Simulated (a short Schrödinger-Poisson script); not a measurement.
**Gated Al0.33Ga0.67N/GaN polarisation-induced gas**

Structure: gated Al0.33Ga0.67N/GaN polarisation-induced gas, at 300 K.

| layer | material | thickness (nm) | Na (cm⁻³) |
|---|---|---|---|
| 1 | Al0.33Ga0.67N | 10 | - |
| 2 | GaN | 6000 | 3e14 |

The device is made up for the run: typed textbook-type constants, with dimensions and the other settings drawn at random. Al0.33Ga0.67N: permittivity 9.3, conduction-band edge (eV) 0.462, gap (eV) 4.09, electron mass (mₑ) 0.24, Nv at 300 K (cm⁻³) 4.6e19. GaN: permittivity 9.5, conduction-band edge (eV) 0, gap (eV) 3.43, Nv at 300 K (cm⁻³) 4.6e19.

Channel valleys (confinement mass, in-plane density-of-states mass, number): Γ 0.2, 0.2, 1. At the gate the conduction-band edge of layer 1 lies 1.27 eV − eVg above the Fermi level of the channel; the field vanishes at the back. Sheet of polarisation charge: +1.6e13 e/cm² at 10 nm from the gate. The barrier under the gate holds no holes. Gaps are held at their typed values at every temperature. Mesh 0.08 nm at interfaces.

From a short Schrödinger-Poisson script (our own, NumPy): 1D Poisson equation in equilibrium, electrons quantum, Hartree (BenDaniel-Duke, 40 states a valley, the channel's in-plane mass for all, wave functions free to enter the barrier), parabolic valleys, classical holes, full ionisation, no traps, pinning or gate leakage.

```csv
Vg (V),electrons (cm⁻²),in the channel layer,C (μF/cm²),Γ E0 (meV),Γ E1 (meV)
0.5,1.23e13,1.13e13,0.757,-126.6,6.7
0.1,1.04e13,9.75e12,0.747,-107.3,13.5
-0.3,8.56e12,8.14e12,0.738,-87.5,20.5
-0.7,6.74e12,6.48e12,0.726,-67.2,27.6
-1.1,4.94e12,4.81e12,0.711,-45.7,35.4
-1.5,3.19e12,3.14e12,0.687,-21.8,44.5
-1.9,1.54e12,1.52e12,0.633,9.6,58.3
-2.3,1.78e11,1.77e11,0.363,82.8,105.6
```

Gate voltages with under 1e6 electrons/cm² are left out.

Subbands count from the Fermi level.
